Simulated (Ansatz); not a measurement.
Start from LiF in the rock salt structure (space group Fm-3m, No. 225).

```xyz
2
Lattice="0.0000 2.0039 2.0039 2.0039 0.0000 2.0039 2.0039 2.0039 0.0000" Properties=species:S:1:pos:R:3 pbc="T T T"
Li     0.0000     0.0000     0.0000
F      2.0039     2.0039     2.0039
```

Level of theory: Ansatz (a first-principles code), PBEsol, PAW, cutoff 420 eV, no SOC.

Before the change:

```
Item                      Value
---------------  --------------
Band gap                9.05 eV
Electron mass    0.88 mₑ (at Γ)
Volume per atom         8.05 Å³
```

The change: a hydrostatic pressure of 7.5 GPa.

What happens to the band gap, electron mass and volume per atom?

The band gap goes up by 0.82 eV to 9.87 eV; the electron mass changes from 0.88 mₑ (at Γ) to 0.95 mₑ (at Γ); the volume per atom decreases by 0.67 Å³ (8.05 Å³ → 7.38 Å³).

Load acts through the strain it causes; cell and atoms are relaxed under it. Effective masses come from finite differences of ±0.01 Å⁻¹. Stability against distortions was not tested. No other phases were tried under pressure.
